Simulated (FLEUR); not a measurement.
# Equation of state of zinc-blende InP (space group 216): energy against volume (FLEUR, PBE)

```yaml
crystal:
  lattice:
    - [0.00000, 2.88281, 2.88281]
    - [2.88281, 0.00000, 2.88281]
    - [2.88281, 2.88281, 0.00000]
  atoms:
    - { symbol: In, position: [0.00000, 0.00000, 0.00000] }
    - { symbol: P, position: [0.75000, 0.75000, 0.75000] }
```

Level of theory: PBE, all-electron FLAPW (FLEUR), scalar-relativistic valence run with FLEUR. Settings: Kmax = 5.13 1/bohr; GmaxXC = 25.6 1/bohr; xcFunctional = pbe; jspins = 1; l_soc = F; mode = hist; fermiSmearingEnergy = 0.00036749 Htr; mesh (inpgen div1-3) = 10 10 10; inpgen gamma flag = true; Gmax = 25.6 1/bohr; numbands = 0; maxIterBroyd = 25; imix = Anderson; alpha = 0.05; precondParam = 0; minDistance = 1e-05 me/bohr^3. The cell above is the first row's. The rows scale it uniformly. In all rows fractional positions and the k mesh are held. E is the free energy at the stated smearing, counted from the lowest row.

| V (Å^3/atom) | E (meV/atom) |
|---|---|
| 23.958 | 53.10 |
| 24.479 | 31.99 |
| 25.000 | 16.70 |
| 25.520 | 6.64 |
| 26.041 | 1.23 |
| 26.562 | 0.00 |
| 27.083 | 2.49 |
| 27.604 | 8.32 |
| 28.125 | ? |

### Question
Fit E against V with the third-order Birch-Murnaghan form, a cubic in V^(-2/3), and predict the withheld value at V = 28.125.

### Answer
With u = V^(-2/3) - 0.115, the rows have u = 0.005328, 0.003614, 0.001961, 0.000366, -0.001177, -0.002671, -0.004116, -0.005516. Least squares gives E = 4.980 + 4224.8·u + 889304·u² + 2447610·u³. Residuals (row less fit): -0.005, 0.011, -0.003, -0.006, -0.005, 0.007, 0.004, -0.003; standard error 0.008 (degrees of freedom: 4). Its minimum lies at u = -0.002399, so V0 = (0.112601)^(-3/2) = 26.47. There d²E/du² = 1743000 and d³E/du³ = 1.469e7, so B0 = (4/9) × 26.47^(-7/3) × 1743000 × 0.160218 = 59.5 GPa (the last factor turns the table's units into GPa), and B0' = 4 + (2/3) × 0.112601 × (1.469e7)/1743000 = 4.6. At the withheld row, u = -0.006872, so E = 4.980 + 4224.8 × (-0.006872) + 889304 × (-0.006872)² + 2447610 × (-0.006872)³ = 17.150 meV/atom. The calculation gives 17.12 meV/atom, 0.030 meV/atom below the prediction (0.1 % of the range of E in the table). The row lies outside the fitted rows, so this is an extrapolation. From the scatter of the fitted rows alone, a prediction at this place has a standard error of 0.020 meV/atom, so the miss is 1.5 times that.

Carrying the step between the two nearest rows on in a straight line would have given 14.15, off by 2.97; series whose last step already gives the withheld value aren't shown. The scan was laid around a cell of about the measured size, scaled by a guess for this functional. The runs keep the symmetry of the cell, so they don't test it for distortions. Values depend on the basis (sphere radii, cutoffs, local orbitals), which need not be converged. Cutoffs and mesh are single choices, not tested for convergence of this quantity. Series with a scatter that would blur these digits, or in which a gap closes, are not shown. Nor are scans whose minimum lies at an end fitted in this form.
